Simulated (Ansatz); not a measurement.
# Cubic perovskite BaHfO3

Calculation: r²SCAN in Ansatz (PAW).

Run with plane-wave cutoff 560 eV, 8×8×8 k mesh, Fermi–Dirac smearing 0.01 eV, scalar-relativistic PAW data made under PBE.

Cell (relaxed at this level):

```
BaHfO3
1.0
    4.17712     0.00000     0.00000
    0.00000     4.17712     0.00000
    0.00000     0.00000     4.17712
Ba Hf O
1 1 3
Direct
  0.00000   0.00000   0.00000
  0.50000   0.50000   0.50000
  0.50000   0.00000   0.50000
  0.00000   0.50000   0.50000
  0.50000   0.50000   0.00000
```

```
Item                                           Value
-------------------------------------------  -------
bulk modulus                                 171 GPa
band gap                                     4.19 eV
smallest direct gap on the k points sampled  4.32 eV
pressure derivative B′ of the bulk modulus       4.3
```

Spin–orbit coupling is not included.

Static lattice: no zero-point or thermal effects.

Computing time: about 2.3 core-minutes (a rough figure).

Ansatz is a quantum-chemistry and plane-wave program.
